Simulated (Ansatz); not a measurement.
Defect: interstitial Cu in polar orthorhombic HfO2, charge state +1. The step: one Cu atom jumps by itself; the atom moves 3.03 Å along (-0.31, 0.00, -0.50) of the unit cell; the moving atom starts with neighbours O at 1.87, O at 1.95, O at 2.17, O at 2.18, O at 2.19 Å and ends with O at 1.87, O at 1.95, O at 2.17, O at 2.18, O at 2.19 Å. DFT values are from Ansatz (plane-wave PAW, 420 eV unless said) in a cell of 96 host sites, spin-restricted, static, with no finite-size correction. The host's phase is taken as given; its stability against other phases was not computed. The charge state is imposed; whether it is stable for some Fermi level was not computed. Sites that were not tried may lie lower. For the PBE band: the program found a first-order saddle point.

```json
[
 {"Level": "CHGNet universal potential (has no charge state), its own band", "Forward barrier (eV)": "0.59", "Cost of the band or of the saddle's single point": "-"},
 {"Level": "PBE, the Γ point alone, band relaxed", "Forward barrier (eV)": "0.92", "Cost of the band or of the saddle's single point": "very roughly 3 core-hours"},
 {"Level": "PBE, a 2×2×2 k-point mesh shifted by half a step, same geometries", "Forward barrier (eV)": "0.94", "Cost of the band or of the saddle's single point": "about 26 core-minutes (a rough figure)"},
 {"Level": "r2SCAN at 500 eV, the Γ point alone, same geometries", "Forward barrier (eV)": "0.89", "Cost of the band or of the saddle's single point": "about 6 core-minutes (a rough figure)"}
]
```

Ansatz is a program for electronic structure.
